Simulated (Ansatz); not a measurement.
Results of G0W0@HSE06 in Ansatz (plane waves, hard PAW, contour deformation, complete-basis limit) for GeSiC2 (model structure, started from the AlGaN2 type, P-4m2, No. 115, 4 atoms in the cell).

Numerical settings: largest k mesh 8×8×6 (not extrapolated in the mesh).

Cell (relaxed with PBEsol):

```xyz
4
Lattice="3.1564 0.0000 0.0000 0.0000 3.1564 0.0000 0.0000 0.0000 4.4506" Properties=species:S:1:pos:R:3 pbc="T T T"
Ge     1.5782     1.5782     2.2253
Si     0.0000     0.0000     0.0000
C      1.5782     0.0000     3.3989
C      0.0000     1.5782     1.0517
```

Problem. Predict the band gap.

Solution. 
- band gap = 2.75 eV (indirect)

Note: filled d or f shells below the valence bands can shift G0W0 gaps through exchange with them, which wasn't tested here; GW on a hybrid start was not checked against another program; the relaxation could raise the start's symmetry but not lower it, so the cell can be a saddle point; the gap holds a correction of +0.31 eV to the complete basis.

Spin–orbit coupling is not included.

A model structure was made by putting elements into a prototype or built by hand; it is no filed structure, need not be a known phase, and can be a saddle point held by its symmetry.

Ansatz is an electronic-structure program.
